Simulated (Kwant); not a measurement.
System: π system c1ccsc1 between two chain leads. The π system is taken as planar. Atoms are numbered from 0 in the order of the SMILES. Site energies (eV, carbon 0): [0.0, 0.0, 0.0, -2.97, 0.0]. Bonds (i, j, β in eV): (0,1,-2.7) (1,2,-2.7) (2,3,-1.89) (3,4,-1.89) (4,0,-2.7). Leads: chains of hopping −4.1 eV, joined by −1.4 eV to atoms 0 and 1.

Site energies and bond integrals are typed Hückel values.

Model: Hückel tight-binding model, one pz orbital an atom, one spin, coherent transport at 0 K (Kwant). Conductance is in e²/h.

Sweep values stay those of the base run.

Base results: transmission at E = 0 0.0069; mean G (e²/h) over the sweep 0.19.

Problem. What follows from this one change: contacts moved from atoms [0, 1] to [2, 4]?

Solution. transmission at E = 0 0.0069 → 0.070; mean G over the sweep 0.19 → 0.26 e²/h.

Problem. What follows from this one change: contacts moved from atoms [0, 1] to [0, 2]?

Solution. transmission at E = 0 little changed (0.0069); mean G over the sweep 0.19 → 0.13 e²/h.
